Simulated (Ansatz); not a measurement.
**SiC: strain along the normal**

SiC (zinc blende, F-43m, 10.141 Å³/atom at rest) under an equal strain ε in the (001) plane with the normal axis free, as in a coherent film. LDA in Ansatz, a plane-wave DFT program (PAW, default set), 420 eV, 13×13×13 Γ-centred mesh, Fermi-Dirac smearing 0.05 eV; ions are relaxed within the symmetry of each cell.

Here s stands for strain and y for normal strain.

```csv
strain (%),normal strain (%)
-1.50,1.04
-1.00,0.70
-0.50,0.35
0.00,0.00
0.50,-0.36
1.00,-0.72
1.50,-1.08
3.00,?
```

Fit y of the 7 rows that show it with a straight line. Means: s 0, y -0.010. About the means, the sum of products is -4.9550 and the sum of squares of s is 7.0000; the slope is their ratio. Least squares gives y = -0.010 - 0.7079·s. Residuals (row less fit): -0.012, 0.002, 0.006, 0.010, 0.004, -0.002, -0.008; standard error 0.009 (degrees of freedom: 5). The slope, -0.71 ± 0.00, is the elastic response of the normal axis, −2C12/C11 for this plane.

Problem. Estimate the missing y (s = 3.00); what did the run itself give?

Solution. y = -0.010 - 0.7079 × 3.0 = -2.134%. The calculation gives -2.21%, 0.076% below the prediction (2.3 % of the range of y in the table). The row lies outside the fitted rows, so this is an extrapolation. From the scatter of the fitted rows alone, a prediction at this place has a standard error of 0.013%, so the miss is 5.8 times that.

One order more, fitted to all 13 runs of the series, follows each within 0.01, so the miss is the next term of a smooth law. Rows are the converged runs of the series near zero and its far end; series whose fitted rows scatter by over a few per cent of the range, as at a crossing or softening among them, aren't shown in this form. Most that stay on the fit to the last digits aren't either.
